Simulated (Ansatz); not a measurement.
Consider O vacancy in monoclinic ZrO2 with all lengths changed by -1 %, neutral cell. These are PBE, PAW (plane waves to 420 eV; Ansatz, a program for electronic structure) values and carry that method's errors.

96-site cell at the strained lattice (strain from the relaxed PBE one, atoms relaxed), the Γ point alone, smearing 0.01 eV, spin-restricted, no finite-size correction. Energies are static. The charge state is imposed; whether it is stable for some Fermi level was not computed. Forms of the defect that were not tried may lie lower. The start lies 0.10 eV above the lowest site run (PBE).

Barriers: single points on a 2×2×2 k-point mesh shifted by half a step at the bands' geometries (they differ from the bands' own by up to 0.07 eV, and are uncertain by about as much).

The step: one O atom jumps into the vacancy from a nearby O site. Atoms about the jump, Cartesian Å from the middle of the jump, before and after:

| atom | x0 | y0 | z0 | x1 | y1 | z1 |
|---|---|---|---|---|---|---|
| O1 | 1.10 | 0.25 | 0.46 | -1.10 | -0.25 | -0.46 |
| Zr2 | -0.41 | -0.88 | 1.48 | -0.39 | -0.86 | 1.47 |
| Zr3 | 0.02 | 1.24 | -1.13 | 0.04 | 1.28 | -1.15 |
| Zr4 | 2.26 | -1.32 | -0.74 | 2.28 | -1.32 | -0.74 |
| O5 | 0.69 | -2.44 | 0.26 | 0.69 | -2.40 | 0.26 |
| O6 | 1.62 | 0.17 | -2.13 | 1.63 | 0.18 | -2.09 |
| O7 | -1.57 | 0.65 | 2.15 | -1.58 | 0.65 | 2.16 |
| O8 | -2.12 | -1.92 | 1.15 | -2.14 | -1.96 | 1.17 |
| O9 | 0.68 | 2.76 | 0.26 | 0.72 | 2.69 | 0.27 |
| O10 | -0.73 | 0.58 | -3.01 | -0.69 | 0.64 | -3.10 |
| O11 | 1.14 | -2.36 | -2.37 | 1.13 | -2.35 | -2.37 |
| O12 | 0.75 | 0.18 | 3.12 | 0.76 | 0.16 | 3.06 |
| O13 | -1.64 | -2.76 | -1.45 | -1.68 | -2.83 | -1.44 |
| O14 | -1.72 | 2.30 | -1.37 | -1.71 | 2.34 | -1.42 |
| Zr15 | -2.86 | -1.30 | -0.74 | -2.85 | -1.32 | -0.73 |
| Zr16 | 1.81 | 1.73 | 1.89 | 1.81 | 1.73 | 1.89 |
| O17 | 3.00 | -1.95 | 1.19 | 2.99 | -1.93 | 1.20 |
| Zr18 | 0.49 | -0.88 | -3.77 | 0.49 | -0.87 | -3.78 |
| O19 | 0.25 | -2.37 | 2.89 | 0.24 | -2.36 | 2.89 |
| Zr20 | 0.05 | -3.91 | -1.16 | 0.06 | -3.91 | -1.16 |
| O21 | -3.95 | 0.24 | 0.47 | -3.95 | 0.24 | 0.47 |
| O22 | -3.50 | 0.17 | -2.14 | -3.50 | 0.16 | -2.15 |

Task: Predict the transition state.

Result: 
| atom | x | y | z |
|---|---|---|---|
| O1 | -0.04 | -0.22 | -0.14 |
| Zr2 | -0.52 | -1.02 | 1.60 |
| Zr3 | 0.14 | 1.40 | -1.27 |
| Zr4 | 2.12 | -1.25 | -0.67 |
| O5 | 0.65 | -2.54 | 0.37 |
| O6 | 1.70 | 0.19 | -2.25 |
| O7 | -1.62 | 0.62 | 2.16 |
| O8 | -2.23 | -1.92 | 1.15 |
| O9 | 0.61 | 2.75 | 0.31 |
| O10 | -0.71 | 0.61 | -3.06 |
| O11 | 1.08 | -2.33 | -2.34 |
| O12 | 0.76 | 0.14 | 2.99 |
| O13 | -1.67 | -2.73 | -1.42 |
| O14 | -1.71 | 2.31 | -1.38 |
| Zr15 | -3.05 | -1.37 | -0.76 |
| Zr16 | 1.81 | 1.75 | 1.88 |
| O17 | 2.90 | -1.87 | 1.24 |
| Zr18 | 0.51 | -0.86 | -3.79 |
| O19 | 0.24 | -2.40 | 2.96 |
| Zr20 | 0.04 | -3.92 | -1.13 |
| O21 | -3.93 | 0.22 | 0.46 |
| O22 | -3.45 | 0.14 | -2.15 |
It lies 2.07 eV above the start and 2.17 eV above the end. The saddle point's order was not checked.
